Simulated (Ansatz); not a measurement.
The reference is Sr in the fcc (Cu type) structure (space group Fm-3m, No. 225; a = 5.923 Å). Axes: x, y, z lie along the cube axes.

The values are results of PBEsol, PAW, 420 eV (Ansatz, a quantum-chemistry and plane-wave program; scalar-relativistic without spin-orbit coupling), not measurements.

Before the change:

The shortest interatomic distance is 4.188 Å. The pressure is 0.0 GPa and the band gap is zero.

Perturbation: the cell is compressed by 1.50 % along z with no lateral relaxation; the atoms relax in the strained cell.

Problem. How does this affect the shortest interatomic distance?

Solution. The shortest interatomic distance decreases by 0.031 Å (4.188 Å → 4.157 Å).

Problem. Predict the new energy relative to the base.

Solution. The energy rises by 0.6 meV/atom.

Problem. How does this affect the pressure?

Solution. The pressure (mean of the normal stresses, compression positive) goes from zero to 0.2 GPa.

Problem. What does the calculation give for the band gap after the change?

Solution. The band gap stays zero.

Whether these cells are dynamically stable was not tested.
